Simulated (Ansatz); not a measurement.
A computed series for BN: element substitutions

Consider BN in the zinc blende structure (space group F-43m, No. 216).

```xyz
2
Lattice="0.0000 1.8049 1.8049 1.8049 0.0000 1.8049 1.8049 1.8049 0.0000" Properties=species:S:1:pos:R:3 pbc="T T T"
N      2.7073     2.7073     2.7073
B      0.0000     0.0000     0.0000
```

Each row replaces one element on all its sites; cell and atoms are relaxed.

Level of theory: r2SCAN/PAW in Ansatz (a quantum-chemistry and plane-wave program), no spin-orbit coupling.

```tsv
variant	band gap	volume per atom
base	5.00 eV	5.88 Å³
B → Ga	2.17 eV	11.37 Å³
B → Be	zero	7.64 Å³
N → O	zero	7.54 Å³
```

Whether these cells are dynamically stable was not tested. As relaxed here, BeN and BO are hypothetical phases, not in the database extracts checked. The final runs are not spin-polarised. An odd electron count without spin: BeN and BO. This is not the structure that GaN has at room temperature and ambient pressure.
